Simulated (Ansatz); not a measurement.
The structure below was relaxed with PBEsol (Ansatz, a program for electronic structure; PAW; 420 eV plane waves; without spin-orbit coupling).

```
CELL_PARAMETERS angstrom
      0.00000     4.14948     5.04900
      2.86698     0.00000     5.04900
      2.86698     4.14948     0.00000
ATOMIC_POSITIONS crystal
  Si 0.63993 0.36007 0.63993
  Si 0.36007 0.63993 0.36007
  Si 0.61007 0.88993 0.61007
  Si 0.88993 0.61007 0.88993
  Ca 0.00000 0.00000 0.00000
  Ca 0.25000 0.25000 0.25000
```

Q: Find the space group and the Wyckoff positions.

A: Space group Fddd, origin choice 1 (No. 70); a = 5.7340 Å, b = 8.2990 Å, c = 10.0980 Å, α = 90.00°, β = 90.00°, γ = 90.00°

| atom | site | symmetry | x | y | z |
|---|---|---|---|---|---|
| Si | 16f | .2. | 0.0000 | 0.3601 | 0.0000 |
| Ca | 8a | 222 | 0.0000 | 0.0000 | 0.0000 |

Q: Describe the coordination.

A: The crystal has 24 atoms in its conventional cell. Cell: a = 5.7340 Å, b = 8.2990 Å, c = 10.0980 Å, α = β = γ = 90.00°. Si is coordinated by 1 Si at 2.322 Å and 5 Ca at 2.988–3.093 Å. Ca is surrounded by 10 Si at 2.988–3.093 Å. (Neighbours: up to the widest gap in distance over summed covalent radii, below 1.35, at either atom; cation-cation and far metal-metal contacts left out.)

Stability against distortions was not tested. All final runs are without spin polarisation. The cell was made from TiSi2 by this change: Ti → Ca; the result is a hypothetical phase, not in the database extracts checked.
